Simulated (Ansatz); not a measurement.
The parent structure is CaO in the zinc blende structure (space group F-43m, No. 216; a hypothetical phase, not in the database extracts checked).

```
CaO
1.0
    0.00000     2.60640     2.60640
    2.60640     0.00000     2.60640
    2.60640     2.60640     0.00000
O Ca
1 1
Direct
  0.75000   0.75000   0.75000
  0.00000   0.00000   0.00000
```

Cartesian axes are those of the cell as printed.

Level of theory: DFT with r2SCAN, PAW potentials and a 500 eV plane-wave cutoff in Ansatz (a program for electronic structure), no spin-orbit coupling.

One thing is altered: tensor shear ε_xz = +2.79 % (engineering shear γ = 0.0558); the atoms relax in the strained cell.

Q: Predict the stress tensor and what it implies for the stiffness.

A: Stress of the strained cell less that of the base (GPa, compression positive):
```
   0.01    0.00   -2.14
   0.00   -0.23    0.00
  -2.14    0.00    0.01
```

Then −Δσ/γ with γ = 2ε = 0.0558 gives secant stiffness values (nonlinear terms included at this strain): C55 ≈ 38 GPa.

As a check, the harmonic strain energy −½ V₀ Δσ:ε is 6.6 meV/atom; the computed energy rise is 6.6 meV/atom.

Stability against distortions was not tested.
